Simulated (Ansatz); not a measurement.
# A computed series for MgO: response to strain

The reference is MgO in the rock salt structure (space group Fm-3m, No. 225; a = 4.2141 Å). Axes: x, y, z lie along the cube axes.

Strains are applied to the cell and any free atomic positions relax; under biaxial strain the out-of-plane vector relaxes too.

All numbers come from PBEsol in Ansatz (plane waves to 420 eV, PAW, no SOC).

Notes on the quantities. pressure: mean of the normal stresses, compression positive.

| case | electron mass | shortest interatomic distance | pressure |
|---|---|---|---|
| base | 0.34 mₑ (at Γ) | 2.107 Å | 0.00 GPa |
| biaxial strain +2.76 %, plane normal [001], relaxed out of plane | [?] | [?] | [?] |
| isotropic strain −4.62 % | 0.39 mₑ (at Γ) | 2.010 Å | 29.95 GPa |
| isotropic strain +3.74 % | 0.30 mₑ (at Γ) | 2.186 Å | -13.82 GPa |

**Question.** What belongs in the blanks?

**Answer.** 
- biaxial strain +2.76 %, plane normal [001], relaxed out of plane, electron mass: 0.35 mₑ out of plane, 0.32 mₑ in plane (at Γ)
- biaxial strain +2.76 %, plane normal [001], relaxed out of plane, shortest interatomic distance: 2.074 Å
- biaxial strain +2.76 %, plane normal [001], relaxed out of plane, pressure: -5.05 GPa

The levels and masses belong to the bands next to the band gap. Masses are band curvatures over ±0.01 Å⁻¹ around the edge. Whether these cells are dynamically stable was not tested. The base started in Pnma and relaxed to Fm-3m at this level.

Ansatz is a program for electronic structure.
